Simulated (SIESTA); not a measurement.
# A short convergence ladder for HgTe (C2, 6 atoms in the cell)

```xyz
6
Lattice="4.6787 0.0000 0.0000 -2.3394 4.0519 0.0000 0.0000 0.0000 10.4753" Properties=species:S:1:pos:R:3 pbc="T T T"
Hg     0.7396     1.2810     0.0000
Hg     3.2496     0.0000     3.4918
Hg    -1.5998     2.7709     6.9835
Te     1.1359     1.9675     5.2377
Te     2.4069     0.0000     8.7294
Te    -1.2034     2.0844     1.7459
```

Base method: LDA PW92, numerical atomic orbitals DZP, PseudoDojo LDA standard norm-conserving potentials (rewritten from UPF to PSML) run with SIESTA.

Base settings: XC.functional = LDA; XC.authors = PW92; potentials = PseudoDojo LDA standard; PAO.BasisSize = DZP; PAO.EnergyShift = 0.01 Ry; MeshCutoff = 300 Ry; kgrid.MonkhorstPack = 4 4 1; OccupationFunction = FD; ElectronicTemperature = 232.09 K; MaxSCFIterations = 150.

**The width of Fermi-Dirac smearing**

The mesh stays at the base's, so the ladder's end is converged at best in this setting alone.

Only quantities that move along the ladder and can be compared are tabulated; the gap is left out on so coarse a mesh.

```csv
ElectronicTemperature,free energy less the last step's (meV/atom),pressure (GPa),largest difference of a force vector from the last step's (eV/Å)
11604.5 K,-582.70,-4.23,0.976
5802.26 K,-88.78,-6.57,0.377
2320.9 K,-3.50,-7.19,0.043
1160.45 K,0.00,-7.21,0.000
```

Widest ElectronicTemperature that holds the free energy within 5 meV/atom: not settled: the last two steps still differ by 3.5 meV/atom, over half the tolerance, so the ladder does not show it.

Widest ElectronicTemperature that holds the pressure within 1 GPa of the last step, with all finer ones: 5802.26 K; the step before is off by 3.0 GPa.

Widest ElectronicTemperature that holds the forces within 0.02 eV/Å: not settled: the last two steps still differ by 0.043 eV/Å, over half the tolerance, so the ladder does not show it.

On the base run: the starting cell comes from a database of computed structures (which also holds hypothetical and non-ambient phases and stackings), without a prior relaxation at this level. Its lattice was rescaled by up to half a per cent. One atom was moved a little off its site on purpose. Values carry the incompleteness of an atom-centred basis. In the base run, with a pressure of about -7 GPa the cell is away from its equilibrium volume at this level.
